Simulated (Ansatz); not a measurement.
## GeSb4Te7: pressure series

Take GeSb$_{4}$Te$_{7}$ (space group P-3m1, No. 164; a = 4.2570 Å, c = 23.3913 Å; a cell from a computed database, its experimental status unchecked) as the base.

Cell and atoms are relaxed at each pressure.

Computed with PBE-D3(BJ), PAW, 420 eV (Ansatz, a quantum-chemistry and plane-wave program; without spin-orbit coupling).

Candidates:
(a) pressure 1.5 GPa
(b) pressure 0.7 GPa
(c) pressure 7.5 GPa

Before the change:

The c/a ratio is 5.495.

Order them by c/a ratio, lowest first.

(a) pressure 1.5 GPa (5.472), (b) pressure 0.7 GPa (5.478), (c) pressure 7.5 GPa (5.568)

A case with no gap was solved on a k-mesh chosen for an insulator, which is coarse for it. Load acts through the strain it causes; cell and atoms are relaxed under it. Whether these cells are dynamically stable was not tested. Competing high-pressure phases were not computed. The final runs are not spin-polarised. The program warned that a D3 coordination switch lies within reach, so dispersion energies are less smooth here.
